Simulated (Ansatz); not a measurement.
Checking a run of Ansatz (a quantum-chemistry and plane-wave program) on SrCd₂Sb₂ (P-3m1, 5 atoms in the cell). The aim is a self-consistent single point with DFT, PBEsol, plane waves, default PAW files made with PBE.

Cell that was meant: a = 4.7090 Å, b = 4.7090 Å, c = 7.8220 Å, α = 90.00°, β = 90.00°, γ = 120.00°.

Part of the input:

Ansatz 0.2 input:
```yaml
# Sr(CdSb)2
crystal:
  lattice:
    - [2.49189500, 0.00000000, 0.00000000]
    - [-1.24594800, 2.15804500, 0.00000000]
    - [0.00000000, 0.00000000, 4.13922400]
  atoms:
    - { symbol: Sr, position: [0.00000000, 0.00000000, 0.00000000] }
    - { symbol: Cd, position: [0.33333300, 0.66666700, 0.63080000] }
    - { symbol: Cd, position: [0.66666700, 0.33333300, 0.36920000] }
    - { symbol: Sb, position: [0.33333300, 0.66666700, 0.25080000] }
    - { symbol: Sb, position: [0.66666700, 0.33333300, 0.74920000] }
basis:
  ecutwfc: 30.9 Ry
kpoints:
```

Log, with long lists cut:

```
   [... lines left out ...]
PAW frozen core: Sb, regenerated for the run's functional, and the local potential with it
Initial density: superposition of atomic densities (neutral atoms: chi_scale 0, normalization atom), corrected by the library's trained network
Initial wavefunctions: pseudopotential atomic-orbital guess
Eigensolver: davidson
Functional: x = pbesol(κ = 0.804, μ = 0.12345679012345678), c = pbesol(β = 0.046)
SCF iter   1: F=—  HF=-32359.112062 eV  |F-HF|=—  |Δ(HF+E_count)|=         —  Δρ=1.04e0  dr2=6.34e2  ethr=1.77e-3  ⟨swp⟩=37.3  Hψ=24685  notcnv=0  defer=34
all-band conjugate gradients solve this SCF's bands
preconditioner: auto → Kerker (q_TF=auto, 3.377 Å⁻¹)
SCF iter   2: F=—  HF=-32277.127591 eV  |F-HF|=—  |Δ(HF+E_count)|=    8.20e1  S|Δr|=    0.00e0  Δρ=5.70e-1  dr2=2.07e2  ethr=1.77e-3  ⟨swp⟩=13.9  Hψ=9591  notcnv=0  defer=153
   [... lines left out ...]
SCF iter   7: F=—  HF=-32234.297931 eV  |F-HF|=—  |Δ(HF+E_count)|=   1.41e-5  S|Δr|=    0.00e0  Δρ=2.42e-4  dr2=5.98e-6  ethr=4.88e-7  ⟨swp⟩=6.6  Hψ=5136  notcnv=3  defer=86
SCF iter   8: F=—  HF=-32234.297957 eV  |F-HF|=—  |Δ(HF+E_count)|=   2.63e-5  S|Δr|=    0.00e0  Δρ=6.25e-5  dr2=3.21e-7  ethr=7.47e-9  ⟨swp⟩=9.2  Hψ=6837  notcnv=4  defer=85
SCF iter   9: F=-32234.297959 eV  HF=-32234.297959 eV  |F-HF|=7.91e-9  |Δ(HF+E_count)|=   1.88e-6  S|Δr|=    0.00e0  Δρ=1.02e-5  dr2=1.30e-8  ethr=1.25e-10  ⟨swp⟩=52.3  Hψ=30496  notcnv=0
SCF 1 converged in 9 iterations: F = -32234.297959 eV  dr2 = 1.30e-8
Stability not checked (fill_not_monotonic)
Free energy (F): -32234.297959 eV
Internal energy: -32234.293841 eV  (E = F + TS)
E sigma→0 (E₀):  -32234.296930 eV
Entropy (-TS):   -0.004118 eV (-0.824 meV/atom)
Fermi energy:    82.655881 eV
--- Forces (eV/Å), atoms counted from 1 ---
  atom   1  Sr     0.00000000     0.00000000     0.00000000
  atom   2  Cd    -0.00000000    -0.00000000    24.00797375
  atom   3  Cd     0.00000000     0.00000000   -24.00797375
   [... lines left out ...]
  atom   5  Sb    -0.00000000     0.00000000   154.07945160
--- Stress (GPa, compression-positive) ---
     6348.285785       0.000000      -0.000000
        0.000000    6348.285785       0.000000
       -0.000000       0.000000    5940.504568
  P = ⅓ Tr σ = 6212.3587 GPa (62123.587 kbar)
  The stress holds the Pulay correction. Without it, at fixed plane waves, as pw.x and ABINIT print it: P = 6198.0833 GPa
```

Problem. Can these results be used? Check the input.

Solution. The run is not sound. The fault is this: lattice multiplied by the bohr radius once too often. Bohr and ångström differ by a factor of 1.89; the cell that the program reads is then far too large or far too small. To fix it, give the lengths in the unit that the key or card expects. The run converged in 9 iterations without an error; against the sound input the free energy goes up by 88.9 eV/atom, the pressure goes from -0.57 to 6212 GPa and the largest force goes from 0.003 to 154.1 eV/Å.

An input that runs soundly differs in these lines (not the only fix; some lines may just follow from the change or write a value another way):
```diff
-    - [2.49189500, 0.00000000, 0.00000000]
-    - [-1.24594800, 2.15804500, 0.00000000]
-    - [0.00000000, 0.00000000, 4.13922400]
+    - [4.70900000, 0.00000000, 0.00000000]
+    - [-2.35450000, 4.07811400, 0.00000000]
+    - [0.00000000, 0.00000000, 7.82200000]
```

With that input, the run converged in 8 iterations: free energy E − TS (on the zero of these files) -32679.0384 eV; Fermi level (on the code's own zero) 9.68 eV; pressure -0.57 GPa; largest force (vector length) 0.003 eV/Å (DFT, PBEsol, plane waves, default PAW files made with PBE).

On the sound input: the starting cell comes from a database of published, mostly measured structures (it also holds non-ambient and calculated ones), without a prior relaxation at this level. Ansatz's pressure includes its estimate of the finite-basis (Pulay) stress. The run gives no clean gap (levels at the Fermi energy touch, overlap or are partly filled at this smearing), which alone does not show that the compound is a metal.
